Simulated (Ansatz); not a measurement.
The reference is CsSnI3 in the cubic perovskite structure (space group Pm-3m, No. 221).

```
CELL_PARAMETERS angstrom
      6.22511     0.00000     0.00000
      0.00000     6.22511     0.00000
      0.00000     0.00000     6.22511
ATOMIC_POSITIONS crystal
  Cs 0.00000 0.00000 0.00000
  Sn 0.50000 0.50000 0.50000
  I  0.00000 0.50000 0.50000
  I  0.50000 0.50000 0.00000
  I  0.50000 0.00000 0.50000
```

Cartesian axes are those of the cell as printed.

Computed with plane-wave PAW DFT at the r2SCAN level (Ansatz, a first-principles code, 500 eV), no spin-orbit coupling, earlier PAW set.

Strains are applied to the cell and any free atomic positions relax; under biaxial strain the out-of-plane vector relaxes too.

One change was made to it. Results:

| quantity | base | after |
|---|---|---|
| energy relative to the base (free energy F) | 0 meV/atom | +56 meV/atom |
| band gap | 0.46 eV | 1.09 eV |
| pressure | 0.00 GPa | -1.90 GPa |
| gap character | direct at R | direct at R |
| hole mass | 0.042 mₑ (at R) | 0.12 mₑ (at R) |

Task: Name the change that was made.
A) isotropic strain +5.36 %
B) uniaxial strain ε_yy = +2.47 %
C) biaxial strain +1.25 %, plane normal [110], relaxed out of plane

Result: A, isotropic strain +5.36 %. For comparison, the band gap in the other runs: uniaxial strain ε_yy = +2.47 % gives 0.47 eV; biaxial strain +1.25 %, plane normal [110], relaxed out of plane gives 0.48 eV.

With I present, leaving out spin-orbit coupling can change the band edges. Masses are band curvatures over ±0.01 Å⁻¹ around the edge. Stability against distortions was not tested. Many cubic perovskites are stable only at high temperature; tilts and polar distortions were not tested. Labels are those of the standard path for the cell's own space group.
